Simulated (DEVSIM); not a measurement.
Structure: Schottky contact on n-type Si, at 300 K.

Layer 1 from the left is Si, thickness (μm) 2.00, Nd (cm⁻³) 3.7e16, τn (s) 3.9e-7, τp (s) 3.9e-7.

Left contact: Schottky, work function 4.91 eV, emission velocity 1.2e7 cm/s. Right contact: ohmic. Voltage is applied to the left contact. Recombination: SRH at mid-gap. Gap narrowing is on: ΔEg = 6.92 meV × (l + √(l² + 0.5)), l = ln(N/1.3e17 cm⁻³), shared equally by both band edges. Mobility is μmin + (μ − μmin)/(1 + (N/Nref)^α).

This is a model device: material constants are rounded textbook-type values typed into the input, and sizes, dopings and lifetimes were drawn at random. Values at 300 K.

Si: gap (eV) 1.124, affinity (eV) 4.05, permittivity 11.7, Nc (cm⁻³) 2.86e19, Nv (cm⁻³) 3.1e19, μn (cm²/Vs) 1417, μp (cm²/Vs) 470, μn,min 52, μp,min 45, Nref,n 9.7e16, Nref,p 2.2e17, αn 0.68, αp 0.72.

Simulated with DEVSIM: 1D drift-diffusion, Boltzmann statistics, complete ionisation; no tunnelling, impact ionisation, image-force lowering or self-heating. Metal contacts follow the ideal Schottky-Mott rule: no Fermi-level pinning, no interface dipoles.

Dark forward current:

```csv
|V| (V),|J| (A/cm²)
0.05,1.037e-6
0.10,8.139e-6
0.15,5.685e-5
0.20,0.0003909
0.25,0.002679
0.30,0.01832
0.35,0.1249
0.40,0.8473
0.45,5.678
0.50,36.33
0.55,192.9
0.60,663.5
0.65,1466
0.70,2476
```

Question: Work out the local ideality factor n = ΔV / (kT/q · ln(J2/J1)) between the rows 0.15 and 0.20 V, 0.65 and 0.70 V.

Answer: kT/q = 25.85 mV. From 0.15 to 0.20 V: ln(0.0003909/5.685e-5) = 1.928, n = 1.00, near the 1 of diffusion or emission over a barrier. From 0.65 to 0.70 V: ln(2476/1466) = 0.524, n = 3.69; the layers' resistance at their doping, Σ W/(qμN) = 3.5e-5 Ω cm², would take 36 mV of this step of 50 mV.

Question: Estimate the current at 0.30 V for emission alone, J0 = q v N_band exp(−φB/kT), and read the barrier back from the simulated current.

Answer: φB = 0.860 eV, N_band = 2.86e19 cm⁻³, J0 = 1.96e-7 A/cm²; J = J0 (exp(qV/kT) − 1) = 0.0215 A/cm². The simulation gives 0.0183 A/cm²; the estimate lies 17 % above. Read backwards, the simulated current gives an apparent barrier of 0.864 eV. The estimate leaves out transport through the depletion region and minority injection.
